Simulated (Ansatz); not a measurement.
# 2 layers of Ga2O3-ML, started at antiparallel, no shift, upper layer flipped (facing atoms over hollows or bridges; Ga2O3-ML a predicted or substrate-bound sheet, here free)

Values marked by level come from PBE+D3(BJ) (plane waves to 420 eV, PAW; Ansatz, a first-principles code); PBE+D3(BJ) with spin-orbit coupling (plane waves to 420 eV, PAW; Ansatz). Geometries and values that name no level are of the first. Values not marked SOC have no spin–orbit coupling; PBE gaps are too small against experiment. Its k-point mesh 12×12×1, Fermi–Dirac width 0.01 eV. A dipole correction is on.

The gap between facing atomic planes is 2.73 Å and the step of the vacuum level across the stack (top less bottom) is 0.00 eV. The interaction energy of the frozen layers is -20.2 meV/Å², the interaction energy without the D3 term at this geometry is +3.8 meV/Å² and the PBE gap over the mesh and listed points off it comes out as 1.21 eV, indirect (lowest direct gap 1.77 eV). The valence and conduction edges under the vacuum level of the lower face comes out as 5.86 and 4.65 eV and the PBE+SOC gap at the same geometry is 1.21 eV.

```
CELL_PARAMETERS angstrom
      3.06513     0.00000     0.00000
     -1.53257     2.65448     0.00000
      0.00000     0.00000    30.75200
ATOMIC_POSITIONS crystal
  O  0.33333 0.66667 0.30880
  Ga 0.66667 0.33333 0.33143
  O  0.66667 0.33333 0.38985
  Ga 0.00000 0.00000 0.43216
  O  0.33333 0.66667 0.45566
  O  0.66667 0.33333 0.69122
  Ga 0.33333 0.66667 0.66859
  O  0.33333 0.66667 0.61016
  Ga 0.00000 0.00000 0.56786
  O  0.66667 0.33333 0.54435
```
